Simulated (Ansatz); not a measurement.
The cell is made up: elements placed on another compound's structure type, so the phase may be hypothetical.

Tunnelling through a barrier is set by its complex band structure: the current falls as exp(−2κd) with the smallest κ.

Consider the following.

```
TiZrO4
1.0
    4.71237     0.00000     0.00000
    0.00000     4.94999     0.00000
    0.00000     0.00000    11.84138
Zr Ti O
4 4 16
Direct
  0.50000   0.75000   0.33390
  0.50000   0.25000   0.66610
  0.00000   0.25000   0.16610
  0.00000   0.75000   0.83390
  0.50000   0.75000   0.07276
  0.50000   0.25000   0.92724
  0.00000   0.25000   0.42724
  0.00000   0.75000   0.57276
  0.26889   0.42812   0.05271
  0.73111   0.57188   0.94729
  0.23111   0.92812   0.44729
  0.76889   0.07188   0.55271
  0.76889   0.57188   0.44729
  0.23111   0.42812   0.55271
  0.73111   0.07188   0.05271
  0.26889   0.92812   0.94729
  0.22099   0.91477   0.68780
  0.77901   0.08523   0.31220
  0.27901   0.41477   0.81220
  0.72099   0.58523   0.18780
  0.72099   0.08523   0.81220
  0.27901   0.91477   0.18780
  0.77901   0.58523   0.68780
  0.22099   0.41477   0.31220
```

Space group of this cell: Pbcn. The cell was relaxed by PBE-D3(BJ); by r2SCAN its mean pressure is -0.7 GPa.

Transport runs along the normal of the first two printed cell vectors.

The gap is the functional's own. No spin-orbit coupling. Mid-gap values are interpolated on the energy grid.

Problem. State the band gap and the smallest decay constant κ at mid-gap according to r2SCAN in Ansatz (an electronic-structure program).

Solution. Gap 3.57 eV on a 6×6×4 mesh; κ = 0.369 1/Å, at the zone centre.
